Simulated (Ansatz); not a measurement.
We consider GaN (model structure, started from the HgO type, P6₄22, No. 181, 6 atoms in the cell), described by LDA (PAW; Ansatz, a program for electronic structure).

Run with plane-wave cutoff 520 eV, 18×18×8 k mesh (along the axes of the cell as run), Fermi–Dirac smearing 0.05 eV, scalar-relativistic PAW data made under PBE.

Cell (relaxed at this level):

```
GaN
1.0
    3.09665     0.00000     0.00000
   -1.54832     2.68177     0.00000
    0.00000     0.00000     7.28522
Ga N
3 3
Direct
  0.49996   0.49996   0.50000
  0.50004   0.00000   0.83333
  0.00000   0.50004   0.16667
  0.49998   0.49998   0.00000
  0.50002   0.00000   0.33333
  0.00000   0.50002   0.66667
```

### Question
Give the computed band gap and bulk modulus.

### Answer

- band gap: 1.78 eV (on the SCF k mesh)
- bulk modulus: 215 GPa

Note: the bulk modulus is −V dP/dV from two relaxed cells at ±2 % in volume; the relaxation could raise the start's symmetry but not lower it, so the cell can be a saddle point.

Spin–orbit coupling is not included.

A model structure was made by putting elements into a prototype or built by hand; it is no filed structure, need not be a known phase, and can be a saddle point held by its symmetry.
